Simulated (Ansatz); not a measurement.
Data:

```
CdS
1.0
    4.19625     0.00000     0.00000
   -2.09812     3.63406     0.00000
    0.00000     0.00000     6.70659
Cd S
2 2
Direct
  0.66667   0.33333   0.50183
  0.33333   0.66667   0.00183
  0.66667   0.33333   0.12117
  0.33333   0.66667   0.62117
```

No spin polarisation.

Level of theory: PBE (Ansatz, a program for electronic structure; PAW; 420 eV plane waves; spin-orbit coupling left out). Settings: 9×9×5 k-points, 0.05 eV Fermi–Dirac smearing.

Q: Predict the width of the top valence band and stress.

A: 
* **Width of the top valence band**: 1.60 eV
* **Stress (xx, yy, zz, yz, xz, xy; compression positive)**: (0.72, 0.72, 1.57, 0.00, 0.00, 0.00) GPa

The levels and masses belong to the bands next to the band gap. The cells carry an imposed strain or load. Whether these cells are dynamically stable was not tested. The cell was made from CdS in the wurtzite structure (space group P6_3mc, No. 186) by this change: uniaxial strain ε_zz = −1.80 %.
